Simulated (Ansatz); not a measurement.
We consider L1₀ (CuAu-type) TiAl, described by r²SCAN+rVV10 (plane waves, PAW; Ansatz, an electronic-structure program).

Total energies, extrapolated to zero smearing (they compare only within this program, potentials and cutoff):

```tsv
system	energy (eV/atom)
L1₀ (CuAu-type) TiAl, relaxed	-1522.2698
hcp Ti	-2503.6441
fcc Al	-539.9908
```

Work out the formation enthalpy per atom.

ΔH_f ≈ ΔE = -1522.2698 − [1 × (-2503.6441) + 1 × (-539.9908)]/2 = -0.452 eV/atom (0 K, no vibrations). The reference value is -0.38 eV/atom (measured, temperature not stated, no zero-point or thermal correction; as tabulated in Zope and Mishin (2003), arXiv:cond-mat/0306298), a difference of -0.072 eV/atom.

The PAW data were made under PBE.
